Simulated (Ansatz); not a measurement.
Base system: ZnS in the wurtzite structure (space group P6_3mc, No. 186; a = 3.738 Å, c = 6.143 Å). Axes: x lies along a and z along c of the hexagonal cell.

All numbers come from LDA/PAW in Ansatz (a first-principles code), spin-orbit coupling left out.

Base values:

```
Property                              Value
---------------------  --------------------
Band gap                            2.19 eV
Valence-band top at Γ  0.00, 0.00, -0.10 eV
```

One thing is altered: tensor shear ε_xz = +1.67 % (engineering shear γ = 0.0334), atoms relaxed at fixed cell.

Predict the new band gap.

The band gap drops by 0.04 eV to 2.15 eV.

What happens to the valence-band top at Γ?

The valence-band top at Γ (three highest levels, from the VBM) changes from 0.00, 0.00, -0.10 eV to 0.00, -0.04, -0.18 eV.

The cells carry an imposed strain or load. Whether these cells are dynamically stable was not tested.
